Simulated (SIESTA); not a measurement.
Worked example: self-consistent single point of the (001) slab of Mg (cut from a parent of space group no. 194; 4 atoms in the cell) in SIESTA.

Computed with LDA PW92, numerical atomic orbitals TZP, PseudoDojo LDA standard norm-conserving potentials (rewritten from UPF to PSML) (SIESTA).

```
CELL_PARAMETERS angstrom
      3.20037     0.00000     0.00000
     -1.60018     2.77160     0.00000
      0.00000     0.00000    21.79160
ATOMIC_POSITIONS crystal
  Mg 0.66667 0.33333 0.44041
  Mg 0.33333 0.66667 0.32122
  Mg 0.66667 0.33333 0.67878
  Mg 0.33333 0.66667 0.55959
```

Reference input (self-consistent single point, DFT, LDA PW92, numerical atomic orbitals TZP, PseudoDojo LDA standard norm-conserving potentials (rewritten from UPF to PSML)): XC.functional = LDA; XC.authors = PW92; potentials = PseudoDojo LDA standard; PAO.BasisSize = TZP; PAO.EnergyShift = 0.01 Ry; MeshCutoff = 300 Ry; kgrid.MonkhorstPack = 11 11 1; OccupationFunction = FD; ElectronicTemperature = 0.1 eV; MaxSCFIterations = 150; SCF.Mixer.Method = Broyden; SCF.Mixer.Weight = 0.1. This run's input differs from it in these lines:

```diff
@@ -29,4 +29,4 @@
 %block kgrid.MonkhorstPack
-   11   0   0  0.0
-    0  11   0  0.0
+   26   0   0  0.0
+    0  26   0  0.0
     0   0   1  0.0
```

Output (repeated stretches shortened):

```
        iscf     Eharris(eV)        E_KS(eV)     FreeEng(eV)     dDmax    Ef(eV) dHmax(eV)
   scf:    1    -6441.869913    -6447.561596    -6447.619431  1.054935 -2.894497  3.722490
   scf:    2    -6447.683435    -6447.657711    -6447.715496  0.046225 -2.865489  3.268234
   scf:    3    -6447.682397    -6447.670117    -6447.727953  0.009468 -2.888947  3.006799
   scf:    4    -6447.813209    -6447.746892    -6447.805347  0.108074 -3.177396  0.093667
   scf:    5    -6447.747160    -6447.747036    -6447.805510  0.001856 -3.183856  0.029453
   [... 7 lines left out ...]
   scf:   13    -6447.747367    -6447.747367    -6447.805780  0.000014 -3.172890  0.000964
   scf:   14    -6447.747367    -6447.747367    -6447.805780  0.000012 -3.172881  0.000874
   scf:   15    -6447.747367    -6447.747367    -6447.805780  0.000011 -3.172874  0.000794
   scf:   16    -6447.747367    -6447.747367    -6447.805780  0.000009 -3.172867  0.000722
SCF Convergence by DM+H criterion
max |DM_out - DM_in|         :     0.0000094495
max |H_out - H_in|      (eV) :     0.0007218489
SCF cycle converged after 16 iterations

Using DM_out to compute the final energy and forces

siesta: E_KS(eV) =            -6447.7474

siesta: E_KS - E_eggbox =     -6447.7474

siesta: Atomic forces (eV/Ang):
     1   -0.000003    0.000002    0.010004
     2    0.000002   -0.000001    0.017459
     3   -0.000002    0.000001   -0.017459
     4    0.000003   -0.000002   -0.010004
   Tot    0.000000   -0.000000    0.000000
   Max    0.017459
   Res    0.008215    sqrt( Sum f_i^2 / 3N )
   Max    0.017459    constrained

Stress tensor Voigt[x,y,z,yz,xz,xy] (kbar):       17.21       17.21        1.36       -0.00        0.00       -0.00
(Free)E + p*V (eV/cell)    -6449.2447
   [... lines left out ...]
siesta: FreeEng =     -6447.805780
   [... lines left out ...]

siesta: Cell volume =        193.294775 Ang**3

siesta: Pressure (static):
siesta:                Solid            Molecule  Units
siesta:          -0.00008108         -0.00007804  Ry/Bohr**3
siesta:          -0.00744429         -0.00716488  eV/Ang**3
siesta:         -11.92707464        -11.47939725  kBar

siesta: Electric dipole (a.u.)  =    0.000000    0.000000    0.000001
siesta: Electric dipole (Debye) =    0.000000    0.000000    0.000002
```

The run converged in 16 iterations. Against the reference run the free energy drops by 1.6 meV/atom and the largest force goes from 0.060 to 0.017 eV/Å.

The starting cell has typed, rounded lattice constants, without a prior relaxation at this level. The slab is cut from that crystal, and its faces are unrelaxed. Its lattice was rescaled by up to half a per cent. Values carry the incompleteness of an atom-centred basis.
